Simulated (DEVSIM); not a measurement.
System: Al/Si3N4/p-Si capacitor, at 400 K.

| layer (left to right) | material | thickness (nm) | Na (cm⁻³) |
|---|---|---|---|
| 1 | Si3N4 | 2.70 | - |
| 2 | Si | 4100 | 2e16 |

Metal gate on the left, work function 4.1 eV. Fixed charge at the semiconductor interface 0 cm⁻² (in units of +e); no interface traps.

This is a model device: material constants are rounded textbook-type values typed into the input, and sizes, dopings and lifetimes were drawn at random. Values at 300 K; Nc and Nv go as T^1.5, mobilities as T to minus their exponent, the gap by Varshni's rule with the affinity fixed.

```tsv
parameter	Si3N4	Si
gap (eV)	5.1	1.124
affinity (eV)	2.1	4.05
permittivity	7.5	11.7
Nc (cm⁻³)	-	2.86e19
Nv (cm⁻³)	-	3.1e19
Varshni α (eV/K)	-	0.000473
Varshni β (K)	-	636
```

Model (solved in DEVSIM): 1D Poisson equation in equilibrium, Boltzmann statistics, complete ionisation; no quantum confinement or tunnelling. Metal contacts follow the ideal Schottky-Mott rule: no Fermi-level pinning, no interface dipoles.

Problem. Tabulate band edges, carrier densities and field at -0.4 V on the gate.

Solution. Energies count from the Fermi level of the right contact; mesh points crowd at the junctions.

```json
[
 {"x (μm)": "0.000", "Ec (eV)": "2.400", "Ev (eV)": "-2.700", "n (cm⁻³)": "< 1e2", "p (cm⁻³)": "< 1e2", "field (V/cm)": "70000"},
 {"x (μm)": "0.0009163", "Ec (eV)": "2.406", "Ev (eV)": "-2.694", "n (cm⁻³)": "< 1e2", "p (cm⁻³)": "< 1e2", "field (V/cm)": "70000"},
 {"x (μm)": "0.001879", "Ec (eV)": "2.413", "Ev (eV)": "-2.687", "n (cm⁻³)": "< 1e2", "p (cm⁻³)": "< 1e2", "field (V/cm)": "70000"},
 {"x (μm)": "0.002781", "Ec (eV)": "0.469", "Ev (eV)": "-0.627", "n (cm⁻³)": "5.4e13", "p (cm⁻³)": "6.0e11", "field (V/cm)": "45000"},
 {"x (μm)": "0.004857", "Ec (eV)": "0.478", "Ev (eV)": "-0.618", "n (cm⁻³)": "4.1e13", "p (cm⁻³)": "7.8e11", "field (V/cm)": "44000"},
 {"x (μm)": "0.008531", "Ec (eV)": "0.494", "Ev (eV)": "-0.602", "n (cm⁻³)": "2.6e13", "p (cm⁻³)": "1.2e12", "field (V/cm)": "43000"},
 {"x (μm)": "0.01627", "Ec (eV)": "0.527", "Ev (eV)": "-0.570", "n (cm⁻³)": "1.0e13", "p (cm⁻³)": "3.2e12", "field (V/cm)": "41000"},
 {"x (μm)": "0.04226", "Ec (eV)": "0.622", "Ev (eV)": "-0.474", "n (cm⁻³)": "6.4e11", "p (cm⁻³)": "5.0e13", "field (V/cm)": "33000"},
 {"x (μm)": "0.08734", "Ec (eV)": "0.738", "Ev (eV)": "-0.358", "n (cm⁻³)": "2.2e10", "p (cm⁻³)": "1.5e15", "field (V/cm)": "19000"},
 {"x (μm)": "0.1824", "Ec (eV)": "0.821", "Ev (eV)": "-0.276", "n (cm⁻³)": "2.0e9", "p (cm⁻³)": "1.6e16", "field (V/cm)": "2300"},
 {"x (μm)": "0.3826", "Ec (eV)": "0.828", "Ev (eV)": "-0.268", "n (cm⁻³)": "1.6e9", "p (cm⁻³)": "2.0e16", "field (V/cm)": "≈ 0"},
 {"x (μm)": "1.019", "Ec (eV)": "0.828", "Ev (eV)": "-0.268", "n (cm⁻³)": "1.6e9", "p (cm⁻³)": "2.0e16", "field (V/cm)": "≈ 0"},
 {"x (μm)": "2.121", "Ec (eV)": "0.828", "Ev (eV)": "-0.268", "n (cm⁻³)": "1.6e9", "p (cm⁻³)": "2.0e16", "field (V/cm)": "≈ 0"},
 {"x (μm)": "3.163", "Ec (eV)": "0.828", "Ev (eV)": "-0.268", "n (cm⁻³)": "1.6e9", "p (cm⁻³)": "2.0e16", "field (V/cm)": "≈ 0"},
 {"x (μm)": "3.752", "Ec (eV)": "0.828", "Ev (eV)": "-0.268", "n (cm⁻³)": "1.6e9", "p (cm⁻³)": "2.0e16", "field (V/cm)": "≈ 0"},
 {"x (μm)": "3.937", "Ec (eV)": "0.828", "Ev (eV)": "-0.268", "n (cm⁻³)": "1.6e9", "p (cm⁻³)": "2.0e16", "field (V/cm)": "≈ 0"},
 {"x (μm)": "4.024", "Ec (eV)": "0.828", "Ev (eV)": "-0.268", "n (cm⁻³)": "1.6e9", "p (cm⁻³)": "2.0e16", "field (V/cm)": "≈ 0"},
 {"x (μm)": "4.066", "Ec (eV)": "0.828", "Ev (eV)": "-0.268", "n (cm⁻³)": "1.6e9", "p (cm⁻³)": "2.0e16", "field (V/cm)": "≈ 0"},
 {"x (μm)": "4.090", "Ec (eV)": "0.828", "Ev (eV)": "-0.268", "n (cm⁻³)": "1.6e9", "p (cm⁻³)": "2.0e16", "field (V/cm)": "≈ 0"},
 {"x (μm)": "4.097", "Ec (eV)": "0.828", "Ev (eV)": "-0.268", "n (cm⁻³)": "1.6e9", "p (cm⁻³)": "2.0e16", "field (V/cm)": "≈ 0"},
 {"x (μm)": "4.101", "Ec (eV)": "0.828", "Ev (eV)": "-0.268", "n (cm⁻³)": "1.6e9", "p (cm⁻³)": "2.0e16", "field (V/cm)": "≈ 0"},
 {"x (μm)": "4.103", "Ec (eV)": "0.828", "Ev (eV)": "-0.268", "n (cm⁻³)": "1.6e9", "p (cm⁻³)": "2.0e16", "field (V/cm)": "≈ 0"}
]
```
